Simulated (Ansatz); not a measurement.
**Mg3Sb2 under a change: biaxial strain +2.38 %, plane normal [001], relaxed out of plane**

Start from Mg₃Sb₂ (space group P-3m1, No. 164; a = 4.5959 Å, c = 7.2718 Å). Axes: x lies along a and z along c of the hexagonal cell.

Modification: tensile biaxial strain of 2.38 % in the plane normal to [001], as in epitaxy on a mismatched substrate; the out-of-plane cell vector and the atoms relax.

Calculations: Ansatz (a first-principles code), PBE, PAW, cutoff 420 eV, spin-orbit coupling left out, earlier PAW set. k-mesh 12×12×7 (Γ-centred); smearing 0.05 eV (Fermi–Dirac).

The volume per atom grows by 0.90 Å³ (26.60 Å³ → 27.50 Å³) and the space group stays P-3m1 (No. 164). The shortest interatomic distance grows by 4.2 pm to 288.9 pm and the pressure (mean of the normal stresses, compression positive) goes from zero to -1.4 GPa. The band gap becomes zero (base: 0.15 eV) and the out-of-plane strain is -1.37 % (rough). The mean in-plane stress (compression positive) is -2.0 GPa (rough).

Without a gap, meshes like the base's 12×12×7 leave anisotropic stresses uncertain by several tenths of a GPa, and small strain energies with them. Spin-orbit coupling, missing from the scalar runs, can matter with Sb. Stability against distortions was not tested. All final runs are without spin polarisation. A zero or small gap of Mg3Sb2 can be the functional's error rather than a property of the material.
